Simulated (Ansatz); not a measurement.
An Ansatz (a first-principles code) run: BaTiO3 with a change (uniaxial stress, 0.5 GPa tension along z); r2SCAN (Ansatz; PAW; 500 eV plane waves; no spin-orbit coupling), earlier PAW set.

Input:

Ansatz 0.2 input:
```yaml
crystal:
  lattice:
    - [3.9944165001, 0, 0]
    - [0, 3.9944165001, 0]
    - [0, 0, 3.9944165001]
  atoms:
    - { symbol: Ba, position: [0, 0, 0] }
    - { symbol: Ti, position: [0.5, 0.5, 0.5] }
    - { symbol: O, position: [0, 0.5, 0.5] }
    - { symbol: O, position: [0.5, 0.5, 0] }
    - { symbol: O, position: [0.5, 0, 0.5] }
basis: { ecutwfc: 500, ecutrho_ratio: 4, xc_grid: 4, fft_grid_basis: typed }
kpoints: { mp_grid: { grid: [8, 8, 8] } }
hamiltonian:
  xc: r2scan
  dispersion: none
  pseudopotentials: { azcp: { folder: ./paw }, kind: paw }
scf: { occupations: { method: fermi_dirac, width: 0.05 } }
relax: { f_tol: 0.005, max_steps: 50, cell: { stress_tol: 0.01, sigma_target: [0, 0, -0.5, 0, 0, 0] } }
output: { forces: true, stress: true }
checkpoint: { write: state.ck, write_every: 1000 }
```

Output (explanatory and most iteration lines left out):

```
Relaxation: its limit of steps is 50 (relax.max_steps)
Pseudopotential: Ba, paw, valence charge 10
Pseudopotential: Ti, paw, valence charge 12
Pseudopotential: O, paw, valence charge 6
Crystal: 5 atoms, lattice volume = 63.732 Å³
Basis set: ecut = 500 eV, 1647 PW (Γ), exchange–correlation on 120×120×120 points (64 copies of the dense FFT grid, shifted against one another)
Bands: 25, of which v1, the nominal top of the filled ones, is band 20 counted from 1 (19 counted from 0)
Symmetry: 16 space group operations
k-points: 75 of 512
Functional: x = r2scan, c = r2scan; τ floored in thin density (d = 2e-4 eV/Å³)
SCF iter   1: F=—  HF=-10183.843039 eV  |F-HF|=—  |Δ(HF+E_count)|=         —  Δρ=5.69e-2  dr2=2.61e0  dr2_τ=2.65e-1  ethr=3.10e-3  ⟨swp⟩=7.0  Hψ=9069  notcnv=0
SCF iter   2: F=—  HF=-10183.900248 eV  |F-HF|=—  |Δ(HF+E_count)|=   5.72e-2  Δρ=2.86e-2  dr2=4.28e-1  dr2_τ=4.29e-2  ethr=3.10e-3  ⟨swp⟩=2.9  Hψ=4346  notcnv=0  defer=75
SCF 1 converged in 9 iterations: F = -10183.931001 eV  dr2 = 1.65e-8
relax step   1: F+E_penalty+E_count = -10183.93100052 eV  Δ(F+E_penalty+E_count) = +0.000e0 eV  max|allowed force component| = 2.679e-28 eV/Å  Δτ_max = 0.0000 Å  P = -0.000 GPa  Ω = 63.732 Å³  (9 SCF iters, dr2 threshold 1.00e-7 eV, accepted)
[... steps on the carried basis left out ...]
relax step   5: F+E_penalty+E_count = -10183.93080513 eV  Δ(F+E_penalty+E_count) = -3.521e-5 eV  max|allowed force component| = 1.223e-28 eV/Å  Δτ_max = 0.0000 Å  P = -0.167 GPa  Ω = 63.792 Å³  stress off target by 2.57e-5 GPa  SCF on the basis re-selected at this cell (its energy is not comparable with the rows above)  (5 SCF iters)
SCF converged after 5 iterations
Free energy (F): -10183.930805 eV
Internal energy: -10183.930805 eV  (E = F + TS)
E sigma→0 (E₀):  -10183.930805 eV
Fermi energy:    11.137775 eV
--- Forces (eV/Å), atoms counted from 1 ---
  atom   1  Ba     0.00000000     0.00000000     0.00000000
  atom   2  Ti    -0.00000000    -0.00000000    -0.00000000
  atom   3  O     -0.00000000     0.00000000     0.00000000
  atom   4  O      0.00000000    -0.00000000    -0.00000000
  atom   5  O      0.00000000    -0.00000000    -0.00000000
--- Stress (GPa, compression-positive) ---
       -0.000026       0.000000       0.000000
        0.000000      -0.000026       0.000000
        0.000000       0.000000      -0.499985
  P = ⅓ Tr σ = -0.1667 GPa (-1.667 kbar)
--- Relaxed structure (4 steps of the walk, 4 accepted, 1 SCFs on fresh bases) ---
  cell:  # Å, volume = 63.7917 Å³
    - [3.9923243636203876, 1.2037062152420224e-35, 0.0]
    - [1.2037062152420224e-35, 3.9923243636203876, 0.0]
    - [0.0, 0.0, 4.002325626035571]
  atoms:
    - { symbol: Ba, position: [1.3146271461330735e-35, 1.3160397111181734e-36, 0.0] }
    - { symbol: Ti, position: [0.49999999999999994, 0.49999999999999994, 0.5] }
    - { symbol: O, position: [-3.663251861359353e-36, 0.49999999999999994, 0.5] }
    - { symbol: O, position: [0.49999999999999994, 0.49999999999999994, 0.0] }
    - { symbol: O, position: [0.49999999999999994, -5.614945815772528e-37, 0.5] }
```

Load acts through the strain it causes; cell and atoms are relaxed under it. sigma_target is in GPa, compression positive, in the order xx, yy, zz, yz, xz, xy. Stability under load was not tested beyond the relaxation. All final runs are without spin polarisation. The cell was made from BaTiO$_{3}$ in the cubic perovskite structure (space group Pm-3m, No. 221) by this change: uniaxial stress, 0.5 GPa tension along z. Many cubic perovskites are stable only at high temperature; tilts and polar distortions were not tested. This is not the structure that BaTiO3 has at room temperature and ambient pressure.
